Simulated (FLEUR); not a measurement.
FLEUR is run on I (P6/mmm, 3 atoms in the cell), and the run fails. The aim is a self-consistent single point with DFT, PBE, all-electron FLAPW (FLEUR), scalar-relativistic valence.

Cell that was meant: a = 5.8276 Å, b = 5.8276 Å, c = 3.5445 Å, α = 90.00°, β = 90.00°, γ = 120.00°.

Part of the input:

```xml
   <atomSpecies>
      <species name="Iodine (I)" element="I" atomicNumber="53">
         <mtSphere radius="2.68" gridPoints="925" logIncrement="0.014"/>
         <atomicCutoffs lmax="10" lnonsphr="14"/>
         <electronConfig flipSpins="F">
            <coreConfig>(1s1/2) (2s1/2) (2p1/2) (2p3/2) (3s1/2) (3p1/2) (3p3/2) (4s1/2) (3d3/2) (3d5/2) (4p1/2) (4p3/2)</coreConfig>
            <valenceConfig>(5s1/2) (4d3/2) (4d5/2) (5p1/2) (5p3/2)</valenceConfig>
```

Output, abridged:

```
      Welcome to FLEUR        (www.flapw.de)
      MaX-Release 8.1          (www.max-centre.eu)
************FLEUR-Warning*****************
Error message: lnonsph cannot be larger than lmax
Error from PE:0/1
Warnings not ignored. To make the warning nonfatal create a file 'JUDFT_WARN_ONLY' in the working directory or start FLEUR with the -warn_only command line option.
```

Question: From the messages shown, name the fault and mend the input.

Answer: The fault is a non-spherical cutoff above the angular cutoff of the basis. The cutoff of the non-spherical Hamiltonian terms refers to basis functions in the spheres, so it cannot exceed their own angular cutoff. To fix it, keep it at or under the basis's cutoff. The program stopped before any SCF iteration.

An input that runs soundly differs in these lines (not the only fix; some lines may just follow from the change or write a value another way):
```diff
-         <atomicCutoffs lmax="10" lnonsphr="14"/>
+         <atomicCutoffs lmax="10" lnonsphr="8"/>
```

With that input, the run converged in 18 iterations: total energy -581157.7648 eV; Fermi level (on the code's own zero) 5.46 eV (DFT, PBE, all-electron FLAPW (FLEUR), scalar-relativistic valence).

On the sound input: the starting cell was generated: these elements placed on a structure prototype, without a prior relaxation; it need not be a known phase or ordering of this composition. Values depend on the basis (sphere radii, cutoffs, local orbitals), which need not be converged.
